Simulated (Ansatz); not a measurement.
System: Cu vacancy in kesterite Cu2ZnSnS4 (charge state -1). The step: one Cu atom jumps into the vacancy from a nearby Cu site; the atom moves 3.79 Å along (0.00, -0.49, -0.25) of the unit cell; the moving atom starts with neighbours S at 2.28, S at 2.33, S at 2.34, S at 2.34 Å and ends with 2 S at 2.31, S at 2.34, S at 2.35 Å. DFT values are from Ansatz (plane-wave PAW, 420 eV unless said) in a cell of 64 host sites, spin-restricted, static, with no finite-size correction. The charge state is imposed; whether it is stable for some Fermi level was not computed. Forms of the defect that were not tried may lie lower. For the PBE band: the saddle point's order was not checked.

```csv
Level,Forward barrier (eV),Cost of the band or of the saddle's single point
"CHGNet universal potential (has no charge state), its own band",0.64,-
"PBE, one k-point at (0.250, 0.250, 0.250), band relaxed",1.04,around 50 core-minutes (rough)
"PBE, a 2×2×2 k-point mesh shifted by half a step, same geometries",1.05,about 5 core-minutes (a rough figure)
"r2SCAN at 500 eV, one k-point at (0.250, 0.250, 0.250), same geometries",?,very roughly 2.6 core-minutes
```

Some entries are withheld; supply them.


- r2SCAN at 500 eV, one k-point at (0.250, 0.250, 0.250), same geometries, Forward barrier (eV): 1.06

Ansatz is a quantum-chemistry and plane-wave program.
